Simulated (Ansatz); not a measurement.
The parent structure is HgS in the zinc blende structure (space group F-43m, No. 216).

```xyz
2
Lattice="0.0000 2.9379 2.9379 2.9379 0.0000 2.9379 2.9379 2.9379 0.0000" Properties=species:S:1:pos:R:3 pbc="T T T"
S      4.4069     4.4069     4.4069
Hg     0.0000     0.0000     0.0000
```

Cartesian axes are those of the cell as printed.

Calculations: DFT with PBEsol, PAW potentials and a 420 eV plane-wave cutoff in Ansatz (a program for electronic structure), spin-orbit coupling left out.

For the base:

```
Item                              Value
-----------------------------  --------
Pressure                        0.0 GPa
Shortest interatomic distance  254.4 pm
Band gap                           zero
```

The change: biaxial strain −0.60 %, plane normal [001], relaxed out of plane (Cartesian); in-plane vectors clamped, the third vector and the atoms free.

Question: Predict the new pressure.

Answer: The pressure (mean of the normal stresses, compression positive) goes from zero to 0.2 GPa.

Question: Estimate the effect on the shortest interatomic distance.

Answer: The shortest interatomic distance decreases by 0.2 pm, from 254.4 pm to 254.2 pm.

Question: How does this affect the energy relative to the base?

Answer: The energy is nearly the same.

Question: Predict the new band gap.

Answer: The band gap stays zero.

With Hg present, leaving out spin-orbit coupling can change the band edges. No phonon test of stability was made. The final runs are not spin-polarised. A zero or small gap of HgS can be the functional's error rather than a property of the material.
